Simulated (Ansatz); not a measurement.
We consider L1₀ (CuAu-type) TiAl, described by RPBE in Ansatz (plane waves, PAW).

Input:

Ansatz 0.2 input:
```yaml
crystal:
  lattice:
    - [2.8835041202, 0.0, 0.0]
    - [0.0, 2.8835041202, 0.0]
    - [0.0, 0.0, 4.1597175609]
  atoms:
    - { symbol: Ti, position: [0.0, 0.0, 0.0] }
    - { symbol: Al, position: [0.5, 0.5, 0.5] }
basis:
  ecutwfc: 520
  ecutrho_ratio: 4
  xc_grid: 2
kpoints:
  mp_grid: { grid: [20, 20, 14] }
hamiltonian:
  xc: rpbe
  dispersion: none
  pseudopotentials: { kind: paw }
scf:
  occupations: { method: fermi_dirac, width: 0.05 }
output:
  forces: true
  stress: true
  eigenvalues: true
relax:
  f_tol: 0.004
  escape_saddle: false
  max_steps: 80
  cell: { stress_tol: 0.02, fix: [volume] }
```

Excerpt of the program's output:

```
Relaxation: its limit of steps is 80 (relax.max_steps)
Crystal: 2 atoms, lattice volume = 34.586 Å³
Basis set: ecut = 520 eV, 935 PW (Γ), exchange–correlation on 48×48×64 points (8 copies of the dense FFT grid, shifted against one another)
Bands: 12, of which v1, the nominal top of the filled ones, is band 8 counted from 1 (7 counted from 0)
Symmetry: 16 space group operations
Space group: P4/mmm (ITA 123), of the structure as read, at distance tolerance 3.3e-5 Å
k-points: 528 of 5600
Functional: x = rpbe, c = pbe(β = 0.06672455060314922)
SCF iter   1: F=—  HF=-3045.271625 eV  |F-HF|=—  |Δ(HF+E_count)|=         —  Δρ=3.79e-3  dr2=2.76e-3
SCF iter   2: F=—  HF=-3045.271855 eV  |F-HF|=—  |Δ(HF+E_count)|=   2.30e-4  Δρ=2.21e-3  dr2=1.13e-3
  ...
SCF 1 converged in 6 iterations: F = -3045.271985 eV  dr2 = 4.82e-10
Crystal: 2 atoms, lattice volume = 34.586 Å³
Initial density: handed on by an earlier stage of this run
SCF iter   7: F=-3045.271985 eV  HF=-3045.271985 eV  |F-HF|=0.00e0  |Δ(HF+E_count)|=    0.00e0  Δρ=2.72e-9  dr2=1.54e-15
SCF iter   8: F=-3045.271985 eV  HF=-3045.271985 eV  |F-HF|=4.55e-13  |Δ(HF+E_count)|=  4.55e-13  Δρ=1.37e-9  dr2=3.38e-16
SCF 2 converged in 8 iterations: F = -3045.271985 eV  dr2 = 3.38e-16
SCF converged after 8 iterations
Free energy (F): -3045.271985 eV
Internal energy: -3045.256624 eV  (E = F + TS)
E sigma→0 (E₀):  -3045.264304 eV
Fermi energy:    10.285761 eV
--- Forces (eV/Å), atoms counted from 1 ---
  atom   1  Ti    -0.00000000     0.00000000     0.00000000
  atom   2  Al    -0.00000000    -0.00000000     0.00000000
--- Stress (GPa, compression-positive) ---
       -3.914634       0.000000       0.000000
        0.000000      -3.914634       0.000000
        0.000000       0.000000      -3.886084
  P = ⅓ Tr σ = -3.9051 GPa (-39.051 kbar)
```

The cell is one volume of an energy–volume scan, off the minimum.

The PAW data were made under PBE.

Ansatz is a quantum-chemistry and plane-wave program.
